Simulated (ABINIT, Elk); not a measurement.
An ABINIT input for a self-consistent single point of V₃Pt (Pm-3m, 4 atoms in the cell) (DFT, PBEsol, plane waves, PAW (JTH v2.0 PBE PAW, files made for PBE)):

```
# V3Pt, JTH v2.0 PBE PAW
pp_dirpath "./"
pseudos "V.GGA_PBE-JTH.xml, Pt.GGA_PBE-JTH.xml"
acell 7.0571028439 7.0571028439 7.0571028439
rprim
         1.0000000000    0.0000000000    0.0000000000
         0.0000000000    1.0000000000    0.0000000000
         0.0000000000    0.0000000000    1.0000000000
natom 4
ntypat 2
znucl 23 78
typat 1 1 1 2
xcart
         1.8672290000    1.8672290000    0.0000000000
         0.0000000000    1.8672290000    1.8672290000
         1.8672290000    0.0000000000    1.8672290000
         0.0000000000    0.0000000000    0.0000000000
      Angstrom
ecut 816 eV
pawecutdg 1633 eV
pawxcdev 0
ixc -116133
nsppol 2
spinat
      0 0 2
      0 0 2
      0 0 2
      0 0 0
occopt 7
tsmear 0.00499791
nband 36
kptopt 1
ngkpt 7 7 7
nshiftk 1
shiftk 0 0 0
nstep 50
tolvrs 1.0e-12
prtwf 0
prtden 0
```

**Question.** Give the Elk input for the same structure, mesh, smearing and functional.

**Answer.** One input that does it (others would too):

```
tasks
  0

xctype
  22

spinpol
  .true.

reducebf
  0.8

rgkmax
  8.0

gmaxvr
  14.0

nxoapwlo
  1

rmtscf
  0.92

nempty
  8

stype
  0

swidth
  0.00499791

scale
  1.889726125

avec
    3.7344580000    0.0000000000    0.0000000000
    0.0000000000    3.7344580000    0.0000000000
    0.0000000000    0.0000000000    3.7344580000

atoms
  2   : nspecies
  'V.in'   : spfname
  3   : natoms; atposl, bfcmt below
  0.5000000000  0.5000000000  0.0000000000    0.0 0.0 -0.5
  0.0000000000  0.5000000000  0.5000000000    0.0 0.0 -0.5
  0.5000000000  0.0000000000  0.5000000000    0.0 0.0 -0.5
  'Pt.in'   : spfname
  1   : natoms; atposl, bfcmt below
  0.0000000000  0.0000000000  0.0000000000    0.0 0.0 0.0

ngridk
  7 7 7
```

Basis, cutoffs, solver keys and any potentials are the target program's own. This input uses DFT, PBEsol, all-electron FP-LAPW, Elk's shipped species files, LAPW+lo basis. Both were run: size of the net moment 0.00 μB/atom in ABINIT and 0.00 in Elk.

On Elk: the starting cell comes from a database of computed structures (which also holds hypothetical and non-ambient phases and stackings), without a prior relaxation at this level. Its lattice was rescaled by a random factor within 2.5 % of one. For this run, on top of that: lattice scaled by 0.98. The starting moments vanished: the run ended non-magnetic, which need not be the lowest state. Values depend on the basis (sphere radii, cutoffs, local orbitals), which need not be converged.

On ABINIT: the starting cell comes from a database of computed structures (which also holds hypothetical and non-ambient phases and stackings), without a prior relaxation at this level. Its lattice was rescaled by a random factor within 2.5 % of one. For this run, on top of that: lattice scaled by 0.98. The starting moments vanished: the run ended non-magnetic, which need not be the lowest state. The potentials were made for another functional than the one used. With a pressure of about 11 GPa the cell is away from its equilibrium volume at this level.
